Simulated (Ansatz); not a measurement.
Structure of amorphous Ge₁₂Sb₁₂Te₂₈C₄ (periodic cell):

```
CELL_PARAMETERS angstrom
     11.85316     0.00000     0.00000
      0.00000    11.85316     0.00000
      0.00000     0.00000    11.85316
ATOMIC_POSITIONS crystal
  Ge 0.65922 0.77705 0.59991
  Ge 0.92507 0.78456 0.53757
  Ge 0.61777 0.08649 0.36139
  Ge 0.81625 0.71759 0.81913
  Ge 0.91119 0.48032 0.58263
  Ge 0.90893 0.85563 0.17025
  Ge 0.41176 0.49573 0.71840
  Ge 0.07961 0.03182 0.59417
  Ge 0.61314 0.30589 0.07748
  Ge 0.84568 0.96265 0.67689
  Ge 0.89697 0.19041 0.99179
  Ge 0.09272 0.68709 0.82643
  Sb 0.72948 0.50683 0.11861
  Sb 0.08594 0.46137 0.07261
  Sb 0.45824 0.26273 0.51600
  Sb 0.26465 0.62759 0.34178
  Sb 0.34445 0.81034 0.99068
  Sb 0.87740 0.07818 0.40861
  Sb 0.63461 0.78558 0.11771
  Sb 0.30240 0.08893 0.08454
  Sb 0.59534 0.11083 0.85007
  Sb 0.65304 0.57924 0.36651
  Sb 0.66987 0.08135 0.13371
  Sb 0.33020 0.74422 0.67563
  Te 0.70150 0.86582 0.35994
  Te 0.28327 0.95330 0.54278
  Te 0.61987 0.62040 0.90434
  Te 0.26446 0.54894 0.89956
  Te 0.11621 0.77308 0.09021
  Te 0.38207 0.11233 0.34102
  Te 0.03008 0.23732 0.51450
  Te 0.09703 0.64605 0.59073
  Te 0.00904 0.06165 0.20647
  Te 0.17837 0.85499 0.31038
  Te 0.41132 0.25667 0.77858
  Te 0.52586 0.82526 0.79185
  Te 0.65754 0.07901 0.61699
  Te 0.56868 0.35944 0.32216
  Te 0.08454 0.29464 0.90061
  Te 0.43190 0.63361 0.15899
  Te 0.28468 0.01695 0.85223
  Te 0.38424 0.31897 0.02413
  Te 0.90660 0.62147 0.37257
  Te 0.27645 0.41543 0.54774
  Te 0.92921 0.52223 0.83856
  Te 0.67528 0.53901 0.61270
  Te 0.23803 0.35802 0.22706
  Te 0.80089 0.90140 0.95854
  Te 0.89086 0.33637 0.18365
  Te 0.44415 0.73093 0.46396
  Te 0.72247 0.31113 0.86684
  Te 0.02676 0.00482 0.81085
  C  0.53855 0.94889 0.10555
  C  0.94219 0.95399 0.53208
  C  0.81443 0.79515 0.66881
  C  0.42980 0.95517 0.08092
```

Methods: PBE-D3(BJ), scalar-relativistic without spin-orbit coupling, PAW (Ansatz default set, large-core Te) (Ansatz, a quantum-chemistry and plane-wave program); HSE06-D3(BJ), scalar-relativistic without spin-orbit coupling, PAW (Ansatz default set, large-core Te) (Ansatz). Neutral PBE cell, which sets geometry, pressure and energy: sampling: a 2×2×2 Γ-centred mesh; Fermi-Dirac width 0.05 eV; no spin polarisation. Exact exchange is cut at the faces of this 12 Å cell, which leaves hybrid gaps a finite-size error.

The cell was made by melting and quenching with the CHGNet potential and then relaxed with DFT. The hot cell started wider than the set density and was brought back towards it in steps. It is the lowest in DFT energy of 4 quenches. It is a model cell: composition and starting density were chosen by hand, and all elements were melted together. The geometry includes D3(BJ) dispersion. Its density started from a set value of 5.65 and ended at 5.94 g/cm³. Cooling (nominally 50 K/ps over its main leg) ran many orders faster than in experiment, which tends to leave more defects and strain. Values belong to this one cell and scatter from quench to quench. The volume was free in the relaxation, at fixed shape.

### Question
Give the pressure and the spacing of the highest filled and lowest empty levels.

### Answer

The pressure on a 2×2×2 Γ-centred mesh comes out as 0.06 GPa. The largest force and stress component on that mesh (the relaxation ran on one k-point at (1/4, 1/4, 1/4)) is 0.24 eV/Å and 0.5 GPa, the gap on a 2×2×2 Γ-centred mesh (PBE) is 0.14 eV and the gap at the zone centre (PBE) comes out as 0.33 eV. The gap at the zone centre (HSE06) is 0.63 eV and the distance between the nearest levels spread over more than a fifth of the atoms or a third of the atoms of their main element (six at least) (PBE, zone centre) is 0.33 eV.

### Question
At PBE and the zone centre, how localised are the states just below and above the Fermi level (participation number: the atoms over which a state spreads)?

### Answer
The highest filled state is spread over 29.7 atoms' worth, largest on Te41, with weights by element (charge in smoothed Voronoi cells) Te 0.56, Sb 0.27, Ge 0.15. The lowest empty state is spread over 21.0 atoms' worth, largest on Sb23, with weights by element (charge in smoothed Voronoi cells) Sb 0.41, Te 0.39, Ge 0.16.

So small a spacing is near the smearing width and the bands' dispersion over the mesh, so it is a value of this cell and mesh.

Bonds are counted up to Ge-Ge 2.85 Å, Ge-Sb 2.96 Å, Ge-Te 3.18 Å, Ge-C 2.34 Å, Sb-Sb 3.34 Å, Sb-Te 3.30 Å, Sb-C 2.58 Å, Te-Te 3.31 Å, Te-C 2.57 Å, C-C 1.82 Å.
